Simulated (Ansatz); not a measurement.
The starting structures come from a database of crystals and need not be the phases stable at ambient conditions.

 Where the default PAW files enter, the runs use the earlier of Ansatz's two default sets.

By PBEsol, the system below comes out a metal.

A figure of merit of an interconnect metal is its ballistic conductance per area.

Data:

```
AlV2C
1.0
    2.88760     0.00000     0.00000
    0.00000    13.10482     0.00000
    1.44380     0.00000     2.50073
Al V C
2 4 2
Direct
  0.33333   0.75000   0.33333
  0.66667   0.25000   0.66667
  0.33333   0.41362   0.33333
  0.66667   0.58638   0.66667
  0.66667   0.91362   0.66667
  0.33333   0.08638   0.33333
  0.00000   0.00000   0.00000
  0.00000   0.50000   0.00000
```

Space group of this cell: P6_3/mmc. The cell is taken as given; by PBEsol its mean pressure is -3.7 GPa.

The current flows along the normal of the first two printed cell vectors, the (100) plane of the conventional cell. No spin-orbit coupling; the value is a mean over 0.1 eV about the Fermi level.

Compute, with Ansatz (a first-principles code) with PBEsol, the ballistic conductance per area.

0.75 × 10¹⁵ S/m² for both spins.
